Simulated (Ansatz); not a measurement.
A calculation on V2O5 (P2₁/m, No. 11, 14 atoms in the cell; start mp-510568) returned equilibrium volume per atom 11.13 Å³/atom, formation enthalpy -2.490 eV/atom.

Q: Which level of theory produced these numbers?
A) r²SCAN (Ansatz (a quantum-chemistry and plane-wave program))
B) LDA (Ansatz)
C) r²SCAN+rVV10 (Ansatz)
D) PBEsol (Ansatz)

A: C, r²SCAN+rVV10 (Ansatz)

The others give: r²SCAN 11.64 Å³/atom, -2.451 eV/atom; PBEsol 12.21 Å³/atom, -2.313 eV/atom; LDA 10.81 Å³/atom, -2.552 eV/atom.

Unless a cell is named, each level is at its own relaxed cell (LDA 10.81, PBEsol 12.21, r²SCAN 11.64, r²SCAN+rVV10 11.13 Å³/atom).

Caveats: the relaxation could not lower the start's symmetry, so the cell can be a saddle point above a distorted one (r²SCAN, PBEsol, LDA, r²SCAN+rVV10). Ansatz's density-functional and Hartree–Fock values are scalar-relativistic unless marked +SOC, with PAW data made under PBE.

A start named mp-… is a Materials Project structure, which need not be a measured phase.
